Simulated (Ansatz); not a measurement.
The starting structures come from a database of crystals and need not be the phases stable at ambient conditions.

By PBEsol, the system below comes out a metal.

A figure of merit of an interconnect metal is its ballistic conductance per area.

```xyz
4
Lattice="4.6584 0.0000 0.0000 0.3460 6.5119 0.0000 0.0000 0.0000 4.5264" Properties=species:S:1:pos:R:3 pbc="T T T"
Bi     1.4240     4.8913     3.3948
Bi     3.5804     1.6207     1.1316
Bi     1.2579     1.6363     3.3948
Bi     3.7465     4.8757     1.1316
```

The cell is taken as given; by PBEsol it stands under a pressure of -1.4 GPa.

The current flows along the normal of the first two printed cell vectors. No spin-orbit coupling; the value is a mean over 0.1 eV about the Fermi level.

Task: Compute, with PBEsol in Ansatz (a program for electronic structure), the ballistic conductance per area.

Result: 1.1 × 10¹⁵ S/m² for both spins.
